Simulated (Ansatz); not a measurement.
Consider this model of amorphous Ga₄₈O₇₀.

```xyz
118
Lattice="11.6245 0.0000 0.0000 0.0000 11.6245 0.0000 0.0000 0.0000 11.6245" Properties=species:S:1:pos:R:3 pbc="T T T"
Ga    11.3640     4.9604     8.0566
Ga     7.7892     7.4221     1.8694
Ga     9.4395     7.7122     8.6015
Ga     5.8906     9.1594     5.8143
Ga     7.0491     3.2988     6.8856
Ga     3.6853    11.3089     4.5861
Ga     4.8759     7.0106    11.4536
Ga     7.5399     6.2244     5.0529
Ga    11.4606     1.8667     8.7849
Ga    10.6027     6.8464     0.2248
Ga     6.6377     0.8051     5.0776
Ga     9.3873     0.7960     0.1542
Ga     4.0690     2.5671     3.6165
Ga    11.0552     6.5158     5.6935
Ga     9.9134     5.2647     3.0141
Ga     1.7141     5.3710    10.6374
Ga     0.6288     2.0523     0.5462
Ga     6.7089     0.0891    10.3077
Ga     6.8456     3.0433    10.2616
Ga     0.4249     7.7816     2.9407
Ga     4.4633     5.3104     5.6349
Ga     2.8948     2.3973     9.8551
Ga     4.8493     1.4260     0.4066
Ga     0.8306     8.6224     7.4446
Ga     8.8756     9.3326     5.8208
Ga     3.9968     9.1707     8.7234
Ga     1.2609    10.9628     2.5223
Ga     7.4835     6.1204    10.5326
Ga     1.9997    11.5333     7.5069
Ga    10.8919    10.6152     9.3797
Ga     9.0599     2.2306     3.1028
Ga     2.5469     2.6184     6.4890
Ga     3.8177     8.5206     3.3399
Ga     4.2666     4.0174     0.6639
Ga    11.3994    10.4995     4.9489
Ga     2.1111     8.0826     0.7205
Ga     4.6294     9.8154     0.4099
Ga     7.0328     9.6258     8.4817
Ga     0.7301     2.2500     3.7198
Ga     1.9475    11.2854    11.0070
Ga     4.9892     0.9291     8.0692
Ga     5.2413     5.7605     3.0095
Ga     9.9252     3.6638     5.6826
Ga     5.9758     5.7738     8.3018
Ga     8.7600     9.3228    11.4356
Ga     8.0625    10.8418     2.9876
Ga    10.0630     3.9147    10.8081
Ga     2.5465     6.2466     7.4803
O      3.1563     0.5697     6.1181
O      5.5056     1.6181     9.8662
O      3.5670     2.2939     8.1493
O      6.5124     3.9323     8.5764
O      0.9662     2.9656     2.0441
O      3.0132    10.5682     3.0007
O      9.2518     3.8167     2.1850
O      4.5611     5.6889     1.3141
O      3.2618     0.9910    11.0819
O      9.4810     6.5642     1.6999
O      2.6900     9.8215     0.2888
O      5.8431     3.0977     0.2588
O      8.8284     3.1020     6.9501
O     10.2557     6.3746     7.6602
O      0.8487     0.1648     0.8661
O      8.6587     9.2157     7.7289
O      2.5117     8.1589     8.2803
O      4.8061     8.4787     1.6865
O     10.2370     0.5460     8.7307
O      1.0671     1.6674     7.3557
O      7.0459     6.3070     3.1904
O      7.3831     9.8750    10.3403
O      0.2457     7.9465     0.9835
O     11.1034     8.8412     8.7758
O     10.0158    10.7014    11.1387
O     11.4276     5.2789    11.2164
O      4.8647     4.2099     4.0347
O      1.0732     2.1377    10.2757
O      3.8969     2.4800     1.7605
O      0.2260     9.5668     3.3233
O      5.6644    11.3678     0.3840
O      7.4182     8.0638     5.4013
O      6.9235    10.6927     5.7471
O      7.5919     6.8157     8.7895
O      4.7439     8.7337    10.4627
O      4.9778     0.9497     4.0220
O     10.4707     2.2953    11.6131
O      2.7732     6.8037    11.2166
O      5.5590     8.8073     7.6593
O      2.9137     4.5312     6.4048
O      7.9276     1.4093    10.8039
O      4.4681     6.8400     4.3173
O      7.7028     2.0927     4.3308
O      2.9887     3.9864    10.9135
O     11.4288     6.2423     3.7274
O      1.1481    10.9975     9.3755
O      0.6464     0.3755     3.9583
O     10.4902     8.3266     5.6067
O      5.5461     5.7732    10.1853
O      4.4590     6.3148     7.3315
O      6.8361     7.1315     0.3205
O      6.4737    11.3818     8.4767
O      5.9448     1.8116     6.5903
O      1.4414     5.3687     8.7896
O      4.3364     9.5125     4.8862
O      8.2734     4.4180    10.7583
O      8.3868     9.1715     1.6191
O      9.3893     7.6525    10.6371
O      9.2296     5.4096     4.8602
O      9.1708     0.6879     2.0036
O     11.4677     4.5824     6.2266
O      2.3995     2.6288     4.5384
O     10.6738     3.5722     9.0454
O      3.6611    11.0182     8.4265
O      2.2877     7.7227     2.5813
O      6.4681     5.1052     6.1437
O      9.5964    10.8029     4.9669
O      1.1559     7.0726     6.4128
O     10.5950     2.6336     4.2931
O      0.9243    10.2692     6.5081
```

All values below come from PBE, scalar-relativistic without spin-orbit coupling (plane waves to 420 eV, PAW; Ansatz, an electronic-structure program). The usual formal charges leave 4 electrons over, so the level spacing at the Fermi energy parts defect or band states and needn't be the band gap.

It comes from a melt-quench run on a machine-learned potential (CHGNet), relaxed afterwards by DFT. O atoms were pushed apart under 1.9 Å during the dynamics, to hinder bonds among them. The hot cell started wider than the set density and was brought back towards it in steps. It is the lowest in DFT energy of 4 quenches. It is a model cell: composition and starting density were chosen by hand, and all elements were melted together. No dispersion term was used. Its density started from a set value of 4.62 and ended at 4.72 g/cm³. Cooling (nominally 180 K/ps over its main leg) ran many orders faster than in experiment, which tends to leave more defects and strain. A cell of this size samples the disorder only roughly. The volume was free in the relaxation, at fixed shape. Stress components on the final sampling reach 1.5 GPa. On a 2×2×2 Γ-centred mesh force components of up to 0.14 eV/Å stay, since the relaxation ran on the zone centre alone.

Bonds are counted up to Ga-Ga 2.68 Å, Ga-O 2.54 Å, O-O 1.58 Å. Two cations that share two anions don't count as bonded, nor two that share one unless they lie closer than Ga-Ga 2.61 Å.

**Question.** Give the coordination numbers, mean bond lengths and angles.

**Answer.** 
The mean coordination of Ga by anions is 4.35 (1 with 3, 31 with 4, 14 with 5, 2 with 6) and the mean coordination of O comes out as 2.99 (5 with 2, 61 with 3, 4 with 4). The mean Ga-O bond is 1.938 Å (spread 0.116 Å, 209 counted). The bond angle at Ga comes out as mean 107.4°, spread 20.4° and the bond angle at O is mean 115.7°, spread 15.0°.

**Question.** List the pairs of like atoms that count as bonded by the rules above.

**Answer.** There are none by these rules.
